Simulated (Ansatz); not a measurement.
```
CELL_PARAMETERS angstrom
      3.75571     0.00000     0.00000
     -1.87785     3.28539     0.00000
      0.00000     0.00000     5.74382
ATOMIC_POSITIONS crystal
  Sn 0.00000 0.00000 0.00000
  Se 0.33297 0.66594 0.27693
  Se 0.66703 0.33406 0.72307
```

No spin polarisation.

Method: PBEsol-D3(BJ), PAW, 420 eV (Ansatz, a quantum-chemistry and plane-wave program; no spin-orbit coupling). k-mesh 10×10×6 (Γ-centred); smearing 0.05 eV (Fermi–Dirac).

Task: What is the computed space group?

Result: C2/m (No. 12).

Task: What band gap does the calculation give?

Result: Zero.

Task: What is the computed pressure (mean of the normal stresses, compression positive)?

Result: 0.6 GPa.

The cells carry an imposed strain or load. Whether these cells are dynamically stable was not tested. All final runs are without spin polarisation. The cell was made from SnSe₂ in the CdI2 type structure (space group P-3m1, No. 164; layered, stacked along the Cartesian z axis) by this change: uniaxial strain ε_xx = −1.00 %. A zero or small gap of SnSe2 can be the functional's error rather than a property of the material.
